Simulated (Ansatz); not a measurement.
Results of rVV10 (Ansatz, an electronic-structure program, PAW) for 1T (CdI2-type) MnI₂.

Settings: plane-wave cutoff 520 eV, 12×12×6 k mesh (along the axes of the cell as run), Fermi–Dirac smearing 0.01 eV, spin-polarised with parallel moments, scalar-relativistic PAW data made under PBE.

Cell (relaxed at this level):

```
MnI2
1.0
    4.15286     0.00000     0.00000
   -2.07643     3.59648     0.00000
    0.00000     0.00000     6.75311
Mn I
1 2
Direct
  0.00000   0.00000   0.00000
  0.33333   0.66667   0.24788
  0.66667   0.33333   0.75212
```
Starting moments (μB, in the order of the record's atoms Mn I I): 4.0 0.0 0.0.

Problem. Predict the direct gap at Γ, pressure derivative B′ of the bulk modulus and band gap.

Solution. 
* **direct gap at Γ**: 1.37 eV
* **pressure derivative B′ of the bulk modulus**: 8.6
* **band gap**: 0.94 eV

Note: the magnetic order was assumed, not searched for or taken from measurement; the bulk modulus comes from volumes at which shape and atoms were relaxed.

Spin–orbit coupling is not included; with these elements it can move the gap by several tenths of an eV or more.

It cost very roughly 22 core-minutes of CPU time.
